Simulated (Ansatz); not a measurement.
System: Be₃N₂ (Ia-3, No. 206). Method: r²SCAN in Ansatz (plane waves, PAW).

Run with plane-wave cutoff 560 eV, 6×6×6 k mesh, Fermi–Dirac smearing 0.01 eV, scalar-relativistic PAW data made under PBE.

The volume scan:

```tsv
V (Å³/atom)	E − E_lowest (meV/atom)	P (GPa)
6.411	8.05	9.96
6.544	1.95	4.75
6.678	0.00	0.00
6.811	1.83	-4.33
6.945	7.11	-8.28
```

Estimate the bulk modulus and its pressure derivative from these points.

V0 = 6.678 Å³/atom, B0 = 227 GPa, B′ = 3.6 (fit to the energies at full precision).

Ansatz is a first-principles code.
